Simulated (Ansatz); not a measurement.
This Ansatz (an electronic-structure program) input is the reference run, Ge2Sb2Te5 (space group P-3m1, No. 164), computed with r2SCAN+rVV10 in Ansatz (plane waves to 500 eV, PAW, no SOC), earlier PAW set:

Ansatz 0.2 input:
```yaml
crystal:
  lattice:
    - [4.2140803408, 0, 0]
    - [-2.1070401704, 3.6495006287, 0]
    - [0, 0, 17.690332667]
  atoms:
    - { symbol: Te, position: [0, 0, 0] }
    - { symbol: Sb, position: [0.6666666667, 0.3333333333, 0.1138947114] }
    - { symbol: Sb, position: [0.3333333333, 0.6666666667, 0.8861052886] }
    - { symbol: Te, position: [0.3333333333, 0.6666666667, 0.2124159768] }
    - { symbol: Te, position: [0.6666666667, 0.3333333333, 0.7875840232] }
    - { symbol: Ge, position: [0, 0, 0.3346174897] }
    - { symbol: Ge, position: [0, 0, 0.6653825103] }
    - { symbol: Te, position: [0.6666666667, 0.3333333333, 0.4138588198] }
    - { symbol: Te, position: [0.3333333333, 0.6666666667, 0.5861411802] }
basis: { ecutwfc: 500, ecutrho_ratio: 4, xc_grid: 4, fft_grid_basis: typed }
kpoints: { mp_grid: { grid: [13, 13, 3] } }
hamiltonian:
  xc: r2scan
  dispersion: rvv10
  pseudopotentials: { azcp: { folder: ./paw }, kind: paw }
scf: { occupations: { method: fermi_dirac, width: 0.05 }, convergence: { dr2_threshold: 0.0000000009 } }
output: { forces: true, stress: true }
checkpoint: { write: state.ck, write_every: 1000 }
```

Task: Write the input for this change: the cell is compressed by 5.91 % along z with no lateral relaxation; the atoms relax in the strained cell.

Result: 
Ansatz 0.2 input:
```yaml
crystal:
  lattice:
    - [4.2140803408, 0, 0]
    - [-2.1070401704, 3.6495006287, 0]
    - [0, 0, 16.6448340064]
  atoms:
    - { symbol: Te, position: [0, 0, 0] }
    - { symbol: Sb, position: [0.6666666667, 0.3333333333, 0.1138947114] }
    - { symbol: Sb, position: [0.3333333333, 0.6666666667, 0.8861052886] }
    - { symbol: Te, position: [0.3333333333, 0.6666666667, 0.2124159768] }
    - { symbol: Te, position: [0.6666666667, 0.3333333333, 0.7875840232] }
    - { symbol: Ge, position: [0, 0, 0.3346174897] }
    - { symbol: Ge, position: [0, 0, 0.6653825103] }
    - { symbol: Te, position: [0.6666666667, 0.3333333333, 0.4138588198] }
    - { symbol: Te, position: [0.3333333333, 0.6666666667, 0.5861411802] }
basis: { ecutwfc: 500, ecutrho_ratio: 4, xc_grid: 4, fft_grid_basis: typed }
kpoints: { mp_grid: { grid: [13, 13, 3] } }
hamiltonian:
  xc: r2scan
  dispersion: rvv10
  pseudopotentials: { azcp: { folder: ./paw }, kind: paw }
scf: { occupations: { method: fermi_dirac, width: 0.05 }, convergence: { dr2_threshold: 0.0000000009 } }
relax: { f_tol: 0.005, max_steps: 50 }
output: { forces: true, stress: true }
checkpoint: { write: state.ck, write_every: 1000 }
```
This is the input that was run.

No phonon test of stability was made. The final runs are not spin-polarised.
